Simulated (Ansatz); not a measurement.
Consider C in the diamond structure (space group Fd-3m, No. 227; a = 3.554 Å). Axes: x, y, z lie along the cube axes.

The values are results of Ansatz (a first-principles code) PBEsol, spin-orbit coupling left out, earlier PAW set, not measurements.

For the base:

- Shortest interatomic distance: 1.539 Å

It is then changed as follows: the cell is stretched by 5.58 % along y with no lateral relaxation, atoms relaxed at fixed cell.

**Question.** What happens to the shortest interatomic distance and stress?

**Answer.** The shortest interatomic distance grows by 0.029 Å (1.539 Å → 1.568 Å); the stress (xx, yy, zz, yz, xz, xy; compression positive) is (-5.24, -55.48, -5.24, 0.00, 0.00, 0.00) GPa.

The cells carry an imposed strain or load. Stability against distortions was not tested.
